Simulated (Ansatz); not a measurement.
AlP (F-43m), HSE06, rigid bands (Ansatz, an electronic-structure program): N_c = 1.67e19 cm⁻³ at 300 K and an electron conductivity mass of 0.327 mₑ.

### Question
For 1e16 electrons per cm³ at 300 K, place the Fermi level, estimate the Seebeck coefficient of a parabolic band with constant τ, and give mobility and conductivity for τ = 10 fs.

### Answer
The level lies k_BT ln(N_c/n) = 0.192 eV below the conduction-band minimum. S ≈ −(k_B/e)[ln(N_c/n) + 5/2] = -855 μV/K, against -850 μV/K from the full bands (mean over directions). μ = eτ/m = 53.8 cm²/(V·s) and σ = neμ = 0.0862 S/cm. τ is assumed, not computed.

Band transport and this doping are assumed; polarons and phonon drag are left out. Spin-orbit coupling is left out. Geometry: cell and atoms relaxed with PBEsol.
